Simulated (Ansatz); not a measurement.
The reference is TiO2 in the anatase structure (space group I4_1/amd, No. 141; a = 3.770 Å, c = 9.555 Å).

Method: PBEsol, PAW, 420 eV (Ansatz, a program for electronic structure; no spin-orbit coupling), earlier PAW set.

For the base:

The volume per atom is 11.32 Å³. The largest site moment is 0.00 μB.

Perturbation: full substitution Ti → Al; the structure is relaxed again.

Problem. What does the calculation give for the volume per atom and largest site moment after the change?

Solution. The volume per atom drops by 1.355 Å³ to 9.96 Å³; the largest site moment goes from zero to 0.43 μB.

The magnetic state is the one reached from the starting moments; the real material's order can differ, and small cells can't hold many antiferromagnetic ones. Whether these cells are dynamically stable was not tested. As relaxed here, AlO2 is a hypothetical phase, not in the database extracts checked. Spin-polarised in the final run: AlO2; the other runs are not.
